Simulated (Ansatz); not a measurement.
Defect migration in corundum: O vacancy, neutral cell. These are PBE, PAW (plane waves to 420 eV; Ansatz, an electronic-structure program) values and carry that method's errors.

Cell of 270 host sites held at the relaxed PBE lattice; the Γ point alone; Fermi-Dirac width 0.01 eV, spin-restricted; finite-size errors left in. Static, classical nuclei. The charge state is imposed; whether it is stable for some Fermi level was not computed. Forms of the defect that were not tried may lie lower.

Barriers: single points on a 2×2×2 k-point mesh shifted by half a step along c at the bands' geometries.

The step: a nearby O atom hops onto the vacant site. Atoms about the jump, Cartesian Å from the middle of the jump, before and after:

| atom | x0 | y0 | z0 | x1 | y1 | z1 |
|---|---|---|---|---|---|---|
| O1 | 0.28 | 0.68 | -1.09 | -0.28 | -0.68 | 1.09 |
| Al2 | -1.16 | 0.62 | 0.30 | -1.22 | 0.69 | 0.26 |
| Al3 | 1.22 | -0.69 | -0.26 | 1.16 | -0.62 | -0.30 |
| O4 | -1.94 | -0.59 | -1.09 | -1.92 | -0.57 | -1.09 |
| O5 | 1.92 | 0.57 | 1.09 | 1.94 | 0.59 | 1.09 |
| O6 | 0.46 | -2.19 | -1.08 | 0.47 | -2.18 | -1.10 |
| O7 | -0.47 | 2.18 | 1.10 | -0.46 | 2.19 | 1.08 |
| Al8 | -1.21 | 0.70 | -2.42 | -1.22 | 0.70 | -2.44 |
| Al9 | 1.22 | -0.70 | 2.44 | 1.21 | -0.70 | 2.42 |
| O10 | -1.94 | 1.95 | -1.09 | -1.92 | 1.96 | -1.09 |
| O11 | 1.92 | -1.96 | 1.09 | 1.94 | -1.95 | 1.09 |
| Al12 | -1.20 | -2.08 | -1.94 | -1.20 | -2.08 | -1.94 |
| Al13 | 1.20 | 2.08 | 1.94 | 1.20 | 2.08 | 1.94 |
| Al14 | -1.16 | -2.01 | 1.89 | -1.20 | -2.08 | 1.94 |
| Al15 | 1.20 | 2.08 | -1.94 | 1.16 | 2.00 | -1.89 |
| O16 | -2.87 | 0.58 | 1.10 | -2.88 | 0.58 | 1.09 |

Q: Where do these atoms stand at the saddle point, and how high is it?

A: 
| atom | x | y | z |
|---|---|---|---|
| O1 | -0.01 | -0.01 | 0.00 |
| Al2 | -1.40 | 0.87 | 0.27 |
| Al3 | 1.40 | -0.86 | -0.26 |
| O4 | -2.07 | -0.56 | -1.19 |
| O5 | 2.06 | 0.55 | 1.18 |
| O6 | 0.51 | -2.27 | -1.12 |
| O7 | -0.50 | 2.27 | 1.12 |
| Al8 | -1.24 | 0.70 | -2.46 |
| Al9 | 1.23 | -0.71 | 2.47 |
| O10 | -1.95 | 2.01 | -1.10 |
| O11 | 1.95 | -2.01 | 1.10 |
| Al12 | -1.20 | -2.05 | -1.90 |
| Al13 | 1.20 | 2.05 | 1.91 |
| Al14 | -1.19 | -2.07 | 1.94 |
| Al15 | 1.19 | 2.07 | -1.94 |
| O16 | -2.94 | 0.61 | 1.12 |
It lies 4.65 eV above the start and 4.65 eV above the end. The saddle point's order was not checked, and it lies on a symmetry element of the cell, where a band can be held.
